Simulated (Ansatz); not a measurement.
How the lattice constant a of InP (model structure, started from the BN type, Pm-3n, No. 223, 12 atoms in the cell) moves with the method

No measured value is used here.

```json
[
 {"level (code)": "LDA (Ansatz)", "value (Å)": "…"},
 {"level (code)": "PBE (Ansatz)", "value (Å)": "7.334"},
 {"level (code)": "PBEsol (Ansatz)", "value (Å)": "7.241"},
 {"level (code)": "PBE-D3(BJ) (Ansatz)", "value (Å)": "7.271"},
 {"level (code)": "r²SCAN (Ansatz)", "value (Å)": "7.272"},
 {"level (code)": "r²SCAN+rVV10 (Ansatz)", "value (Å)": "…"}
]
```

Task: Fill in the missing entries.

Result: 
- LDA (Ansatz, an electronic-structure program), value (Å): 7.178
- r²SCAN+rVV10 (Ansatz), value (Å): 7.249

Cutoffs differ between the levels. Ansatz's density-functional and Hartree–Fock values are scalar-relativistic unless marked +SOC, with PAW data made under PBE.

A model structure was made by putting elements into a prototype or built by hand; it is no filed structure, need not be a known phase, and can be a saddle point held by its symmetry.
